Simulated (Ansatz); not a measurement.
Take NaF in the rock salt structure (space group Fm-3m, No. 225; a = 4.702 Å) as the base.

Calculations: PBE (Ansatz, an electronic-structure program; PAW; 420 eV plane waves; no spin-orbit coupling).

One change was made to it. Results:

The lattice parameter a drops by 0.406 Å (4.702 Å → 4.296 Å); the band gap increases by 1.66 eV to 7.75 eV; the electron mass remains 0.56 mₑ (at Γ); the width of the top valence band grows by 0.27 eV, from 0.53 eV to 0.80 eV.

Task: Which change produced these results?
A. pressure −1 GPa
B. pressure 22.5 GPa
C. pressure 2.1 GPa
D. pressure −2 GPa

Result: B, pressure 22.5 GPa. For comparison, the band gap in the other runs: pressure 2.1 GPa gives 6.31 eV; pressure −1 GPa gives 5.97 eV; pressure −2 GPa gives 5.84 eV.

Load acts through the strain it causes; cell and atoms are relaxed under it. Masses are band curvatures over ±0.01 Å⁻¹ around the edge. Whether these cells are dynamically stable was not tested. Competing high-pressure phases were not computed.
